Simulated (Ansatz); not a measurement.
Zr, response to strain

Consider Zr in the hcp (Mg type) structure (space group P6_3/mmc, No. 194; relaxed with 0.1 eV smearing).

```
CELL_PARAMETERS angstrom
      3.14377     0.00000     0.00000
     -1.57189     2.72259     0.00000
      0.00000     0.00000     5.09284
ATOMIC_POSITIONS crystal
  Zr 0.66667 0.33333 0.75000
  Zr 0.33333 0.66667 0.25000
```

Cartesian axes are those of the cell as printed.

Strains are applied to the cell and any free atomic positions relax; under biaxial strain the out-of-plane vector relaxes too.

The values are results of Ansatz (a quantum-chemistry and plane-wave program) LDA, scalar-relativistic without spin-orbit coupling, not measurements.

Notes on the quantities. in-plane stress: mean in-plane stress (compression positive).

| change | volume per atom | in-plane stress |
|---|---|---|
| base | 21.80 Å³ | – |
| biaxial strain −3.00 %, plane normal [001], relaxed out of plane | 21.18 Å³ | +3.8 GPa |
| biaxial strain −2.00 %, plane normal [001], relaxed out of plane | 21.36 Å³ | +2.7 GPa |
| biaxial strain −1.50 %, plane normal [001], relaxed out of plane | 21.46 Å³ | [?] |
| biaxial strain −1.00 %, plane normal [001], relaxed out of plane | 21.57 Å³ | [?] |
| biaxial strain −0.50 %, plane normal [001], relaxed out of plane | 21.68 Å³ | +0.7 GPa |
| biaxial strain +0.50 %, plane normal [001], relaxed out of plane | 21.91 Å³ | -0.7 GPa |
| biaxial strain +1.50 %, plane normal [001], relaxed out of plane | 22.16 Å³ | -2.2 GPa |
| biaxial strain +2.00 %, plane normal [001], relaxed out of plane | 22.28 Å³ | -2.9 GPa |
| biaxial strain +3.00 %, plane normal [001], relaxed out of plane | 22.53 Å³ | -4.3 GPa |

Problem. Some entries are withheld; estimate them.

Solution. 
- biaxial strain −1.50 %, plane normal [001], relaxed out of plane, in-plane stress: +2.0 GPa
- biaxial strain −1.00 %, plane normal [001], relaxed out of plane, in-plane stress: +1.4 GPa

No phonon test of stability was made. All final runs are without spin polarisation.
